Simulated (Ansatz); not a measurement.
A computed series for ZnSiP2: pressure series

Consider ZnSiP2 in the chalcopyrite structure (space group I-42d, No. 122; a = 5.353 Å, c = 10.445 Å).

Cell and atoms are relaxed at each pressure.

Calculations: PBEsol (Ansatz, a program for electronic structure), without spin-orbit coupling.

Candidates:
(a) pressure 0.9 GPa
(b) pressure −1 GPa
(c) pressure 30 GPa

Before the change:

```
Property   Result
--------  -------
Band gap  1.16 eV
```

Q: Order them by band gap, highest first.

A: (b) pressure −1 GPa (1.19 eV), (a) pressure 0.9 GPa (1.14 eV), (c) pressure 30 GPa (0.59 eV)

Load acts through the strain it causes; cell and atoms are relaxed under it. Stability against distortions was not tested. No other phases were tried under pressure.
